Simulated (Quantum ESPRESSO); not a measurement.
A self-consistent single point of Pb (Fm-3m, 1 atom in the cell) with Quantum ESPRESSO.

Method of the run: LDA (PZ), PSlibrary ultrasoft (LDA) pseudopotentials (plane waves; Quantum ESPRESSO).

```yaml
crystal:
  lattice:
    - [0.00000, 2.49476, 2.49476]
    - [2.49476, 0.00000, 2.49476]
    - [2.49476, 2.49476, 0.00000]
  atoms:
    - { symbol: Pb, position: [0.00000, 0.00000, 0.00000] }
```

Reference input (self-consistent single point, DFT, LDA (PZ), plane waves, PSlibrary ultrasoft (LDA) pseudopotentials): ecutwfc = 55 Ry; ecutrho = 330 Ry; occupations = smearing; smearing = cold; degauss = 0.0073499 Ry; potentials = {Pb: Pb.pz-dn-rrkjus_psl.1.0.0.UPF}; K_POINTS = automatic 11 11 11 0 0 0; conv_thr = 1e-10 Ry. This run's input differs from it in these lines:

```diff
@@ -19,3 +19,3 @@
 &electrons
-    conv_thr = 1.0d-10
+    conv_thr = 1.0d-5
 /
```

The program printed (abridged):

```
     Self-consistent Calculation

     iteration #  1     ecut=    55.00 Ry     beta= 0.70

     Threshold (ethr) on eigenvalues was too large:
     Diagonalizing with lowered threshold

     c_bands:  1 eigenvalues not converged

     total energy              =    -135.31092955 Ry
     estimated scf accuracy    <       0.00257706 Ry

     iteration #  2     ecut=    55.00 Ry     beta= 0.70

     total energy              =    -135.31148663 Ry
     estimated scf accuracy    <       0.00021146 Ry

     iteration #  3     ecut=    55.00 Ry     beta= 0.70
     c_bands:  1 eigenvalues not converged
     End of self-consistent calculation

     the Fermi energy is    10.4868 ev

!    total energy              =    -135.31151991 Ry
     estimated scf accuracy    <       0.00000695 Ry
     smearing contrib. (-TS)   =       0.00004441 Ry
     internal energy E=F+TS    =    -135.31156431 Ry

     convergence has been achieved in   3 iterations

     Forces acting on atoms (cartesian axes, Ry/au):

     atom    1 type  1   force =     0.00000000    0.00000000    0.00000000

     Total force =     0.000000     Total SCF correction =     0.000000

          total   stress  (Ry/bohr**3)                   (kbar)     P=      -41.19
  -0.00028000  -0.00000000  -0.00000000          -41.19       -0.00       -0.00
  -0.00000000  -0.00028000  -0.00000000           -0.00      -41.19       -0.00
  -0.00000000  -0.00000000  -0.00028000           -0.00       -0.00      -41.19

   JOB DONE.
```

The run converged in 3 iterations. Against the reference run the free energy stays essentially unchanged (within 1 meV/atom) and the pressure goes from -4.45 to -4.12 GPa.

The starting cell comes from a database of computed structures (which also holds hypothetical and non-ambient phases and stackings), without a prior relaxation at this level. Spin-orbit coupling is off. With a pressure of about -4 GPa the cell is away from its equilibrium volume at this level.
